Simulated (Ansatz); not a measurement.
**Al3Sc: energy against volume**

Al3Sc (L1_2, Pm-3m, 16.877 Å³/atom and stress up to 0.01 GPa in the relaxed cell, cube axes along x, y and z) under hydrostatic pressure, with the cell free. PBEsol in Ansatz, a plane-wave DFT program (PAW, default set), 420 eV, 12×12×12 Γ-centred mesh, Fermi-Dirac smearing 0.05 eV; ions are relaxed, or left where forces stay under 0.02 eV/Å, within the symmetry of each cell.

Here V stands for volume and E for E less E0.

| volume (Å³/atom) | E less E0 (meV/atom) | pressure (GPa) |
|---|---|---|
| 17.2679 | 2.54 | -2.01 |
| 17.0669 | 0.63 | -1.00 |
| 16.8767 | 0.00 | 0.00 |
| 16.7177 | 0.42 | 0.89 |
| 16.5115 | 2.31 | 2.10 |
| 16.1401 | 9.87 | 4.49 |
| 15.5340 | ? | ? |

Fit E of the 6 rows that show it with the third-order Birch-Murnaghan form, a cubic in V^(-2/3). With u = V^(-2/3) - 0.1527, the rows have u = -0.0030166, -0.0018437, -0.0007123, 0.0002498, 0.0015206, 0.0038774. Least squares gives E = 0.228 + 650.8·u + 471521·u² + 515294·u³. Residuals (row less fit): -0.001, 0.002, -0.003, 0.000, 0.000, 0.000; standard error 0.003 (degrees of freedom: 2). Its minimum lies at u = -0.0006909, so V0 = (0.1520091)^(-3/2) = 16.87. There d²E/du² = 940900 and d³E/du³ = 3092000, so B0 = (4/9) × 16.87^(-7/3) × 940900 × 0.160218 = 91.8 GPa (the last factor turns the table's units into GPa), and B0' = 4 + (2/3) × 0.1520091 × (3092000)/940900 = 4.3. B0' rests on the cubic coefficient alone and has a standard error of 0.1 from these residuals.

Problem. Estimate the missing E (V = 15.5340); what did the run itself give?

Solution. u = 0.0079243, so E = 0.228 + 650.8 × 0.0079243 + 471521 × 0.0079243² + 515294 × 0.0079243³ = 35.250 meV/atom. The calculation gives 35.09 meV/atom, 0.160 meV/atom below the prediction (0.5 % of the range of E in the table). The row lies outside the fitted rows, so this is an extrapolation. The scatter of the fitted rows lies at the last printed digit.

In a metal these values are sensitive to mesh and smearing; energies are taken to zero smearing, stresses follow the free energy. The runs aren't spin-polarised. Other structures, which can take over under pressure, weren't tried. The same form fitted to the pressure column gives B0' = 4.1; series where the two differ by over 0.4 aren't shown. Rows are the converged runs of the series near zero and its far end, less any whose ions stayed unrelaxed beside relaxed ones; series whose fitted rows scatter by over a few per cent of the range, as at a crossing or softening among them, aren't shown in this form.
